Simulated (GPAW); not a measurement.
GPAW run on BaSrI4 (R-3m, 6 atoms in the cell): self-consistent single point

Method of the run: PBEsol, GPAW PAW datasets PBEsol (made by gpaw-setup) (plane waves; GPAW 25.7.0).

Input:

```python
from ase import Atoms
from ase.units import GPa
from gpaw import GPAW

atoms = Atoms(['Ba', 'Sr', 'I', 'I', 'I', 'I'],
              cell=[[2.935010, 1.694529, 9.363820],
                    [-2.935010, 1.694529, 9.363820],
                    [0.000000, -3.389058, 9.363820]],
              scaled_positions=[[0.000000, 0.000000, 0.000000],
                                [0.500000, 0.500000, 0.500000],
                                [0.622803, 0.622803, 0.622803],
                                [0.377197, 0.377197, 0.377197],
                                [0.870907, 0.870907, 0.870907],
                                [0.129093, 0.129093, 0.129093]],
              pbc=True)

calc = GPAW(mode={'name': 'pw', 'ecut': 550},
            xc='PBEsol',
            kpts=(3, 3, 3),
            occupations={'name': 'fermi-dirac', 'width': 0.0},
            nbands=-8,
            convergence={'bands': -6},
            symmetry={'symmorphic': False, 'tolerance': 0.0005},
            maxiter=150,
            txt='-')

atoms.calc = calc

energy = atoms.get_potential_energy()
print('Energy (eV):', round(energy, 6))
forces = atoms.get_forces()
print('Forces (eV/Ang):')
print(forces.round(5))
stress = atoms.get_stress()
print('Stress (GPa, Voigt):', (stress / GPa).round(4))
```

Output (repeated stretches shortened):

```
Input parameters:
  convergence: {bands: -6}
  kpts: [3 3 3]
  maxiter: 150
  mode: {ecut: 550,
         name: pw}
  nbands: -8
  occupations: {name: fermi-dirac,
                width: 0.0}
  symmetry: {symmorphic: False,
             tolerance: 0.0005}
  xc: PBEsol

species:
  Ba:
    name: Barium
    Z: 56.0
    valence: 10
    core: 46
    charge: 0.0
    file: Ba.PBEsol.gz

    # Using partial waves for Ba as LCAO basis

  Sr:
    name: Strontium
    Z: 38.0
    valence: 10
    core: 28
    charge: 0.0
    file: Sr.PBEsol.gz

    # Using partial waves for Sr as LCAO basis

  I:
    name: Iodine
    Z: 53.0
    valence: 7
    core: 46
    charge: 0.0
    file: I.PBEsol.gz

    # Using partial waves for I as LCAO basis

Reference energy: -1081475.314805  # eV

Spin-paired calculation

Convergence criteria:
 Maximum [total energy] change in last 3 cyles: 0.0005 eV / valence electron
 Maximum integral of absolute [dens]ity change: 0.0001 electrons / valence electron
 Maximum integral of absolute [eigenst]ate change: 4e-08 eV^2 / valence electron
 Maximum number of scf [iter]ations: 150

Symmetries present (total): 12
Symmetries with fractional translations: 0
27 k-points: 3 x 3 x 3 Monkhorst-Pack grid
6 k-points in the irreducible part of the Brillouin zone
       k-points in crystal coordinates                weights
   0:     0.00000000    0.00000000    0.00000000          1/27
   1:     0.33333333    0.00000000   -0.33333333          6/27
   2:     0.33333333    0.00000000    0.00000000          6/27
   3:     0.33333333    0.33333333   -0.33333333          6/27
   4:     0.33333333    0.33333333    0.00000000          6/27
   5:     0.33333333    0.33333333    0.33333333          2/27

Wave functions: Plane wave expansion
  Cutoff energy: 550.000 eV
  Number of coefficients (min, max): 8176, 8211
  Pulay-stress correction: 0.000000 eV/Ang^3 (de/decut=0.000000)

Occupation numbers: # Zero width

Eigensolver

Densities:
  Coarse grid: 54*54*54 grid
  Fine grid: 108*108*108 grid
  Total Charge: 0.000000

Density mixing:
  Method: separate
  Backend: pulay
  Linear mixing parameter: 0.05
  old densities: 5
  Damping of long wavelength oscillations: 50

Hamiltonian:
  XC and Coulomb potentials evaluated on a 108*108*108 grid
  External potential:
    NoExternalPotential

XC parameters: PBEsol with 2 nearest neighbor stencil

Number of atoms: 6
Number of atomic orbitals: 26
Number of bands in calculation: 32
Number of valence electrons: 48
Bands to converge: 26

Density initialized from atomic densities
  26 bands from LCAO basis set
  6 bands from random numbers

Atomic positions and initial magnetic moments

Positions:
   0 Ba     0.000000    0.000000    0.000000    ( 0.0000,  0.0000,  0.0000)
   1 Sr     0.000000    0.000000   14.045730    ( 0.0000,  0.0000,  0.0000)
   2 I      0.000000   -0.000000   17.495446    ( 0.0000,  0.0000,  0.0000)
   3 I     -0.000000    0.000000   10.596014    ( 0.0000,  0.0000,  0.0000)
   4 I      0.000000   -0.000000   24.465049    ( 0.0000,  0.0000,  0.0000)
   5 I      0.000000   -0.000000    3.626411    ( 0.0000,  0.0000,  0.0000)

Unit cell:
           periodic     x           y           z      points  spacing
  1. axis:    yes    2.935010    1.694529    9.363820    54     0.0926
  2. axis:    yes   -2.935010    1.694529    9.363820    54     0.0926
  3. axis:    yes    0.000000   -3.389058    9.363820    54     0.0926

  Lengths:   9.958255   9.958255   9.958255
  Angles:   34.282862  34.282862  34.282859

Effective grid spacing dv^(1/3) = 0.1211

     iter     time        total  log10-change:
                         energy   eigst   dens
iter:   1 --:--:--   -21.179528   +0.05
iter:   2 --:--:--   -21.243814   -0.62  -1.32
iter:   3 --:--:--   -21.173380   -1.04  -1.36
iter:   4 --:--:--   -21.227954   -1.20  -1.48
iter:   5 --:--:--   -21.194422   -1.43  -1.77
iter:   6 --:--:--   -21.191672   -1.45  -2.26
iter:   7 --:--:--   -21.195601c  -1.76  -2.48
iter:   8 --:--:--   -21.190764c  -2.28  -2.38
iter:   9 --:--:--   -21.191592c  -2.79  -2.96
iter:  10 --:--:--   -21.190763c  -2.53  -2.69
iter:  11 --:--:--   -21.190765c  -2.82  -3.52
iter:  12 --:--:--   -21.190769c  -3.02  -3.64
iter:  13 --:--:--   -21.190767c  -3.31  -3.67
iter:  14 --:--:--   -21.190766c  -3.26  -3.76
iter:  15 --:--:--   -21.190766c  -2.42  -3.79
iter:  16 --:--:--   -21.190765c  -2.52  -4.11c
iter:  17 --:--:--   -21.190765c  -2.85  -4.35c
iter:  18 --:--:--   -21.190764c  -3.00  -4.43c
iter:  19 --:--:--   -21.190764c  -3.01  -4.48c
iter:  20 --:--:--   -21.190764c  -3.24  -4.86c
iter:  21 --:--:--   -21.190764c  -3.42  -4.86c
   [... 6 lines left out ...]
iter:  28 --:--:--   -21.190764c  -5.73  -5.34c
iter:  29 --:--:--   -21.190764c  -6.27  -5.40c
iter:  30 --:--:--   -21.190764c  -6.60  -5.43c
iter:  31 --:--:--   -21.190764c  -6.96  -6.11c
iter:  32 --:--:--   -21.190764c  -7.24  -6.36c
iter:  33 --:--:--   -21.190764c  -7.60c -6.48c

Converged after 33 iterations.

Dipole moment: (-0.000000, 0.000000, -0.000000) |e|*Ang

Energy contributions relative to reference atoms: (reference = -1081475.314805)

Kinetic:        +17.663256
Potential:      -17.164292
External:        +0.000000
XC:             -21.404482
Entropy (-ST):   +0.000000
Local:           -0.285246
SIC:             +0.000000
--------------------------
Free energy:    -21.190764
Extrapolated:   -21.190764

Showing only first 2 kpts
 Kpt  Band  Eigenvalues  Occupancy
  0    22      1.91000    2.00000
  0    23      1.91000    2.00000
  0    24      5.74693    0.00000
  0    25      6.04462    0.00000

  1    22      2.01843    2.00000
  1    23      2.13108    2.00000
  1    24      6.21357    0.00000
  1    25      6.38574    0.00000

Fermi level: 3.93901

Gap: 3.616 eV
Transition (v -> c):
  (s=0, k=1, n=23, [0.33, 0.00, -0.33]) -> (s=0, k=0, n=24, [0.00, 0.00, 0.00])
Direct/indirect transitions are different
Direct gap: 3.802 eV
Transition at: (s=0, k=4, n=23, [0.33, 0.33, 0.00])
Energy (eV): -21.190764

Forces in eV/Ang:
  0 Ba    0.00000    0.00000   -0.00000
  1 Sr    0.00000    0.00000    0.00000
  2 I     0.00000    0.00000   -0.01583
  3 I     0.00000    0.00000    0.01583
  4 I     0.00000   -0.00000    0.04575
  5 I     0.00000    0.00000   -0.04575

Stress tensor:
     0.008872     0.000000     0.000000
     0.000000     0.008872    -0.000000
     0.000000    -0.000000     0.008568
Stress (GPa, Voigt): [ 1.4214  1.4214  1.3727 -0.      0.      0.    ]
```

The run converged in 33 iterations. GPAW prints stress with tension positive.

The starting cell comes from a database of computed structures (which also holds hypothetical and non-ambient phases and stackings), without a prior relaxation at this level. Spin-orbit coupling is off.

Cost on one core of a shared machine: roughly 3 min.
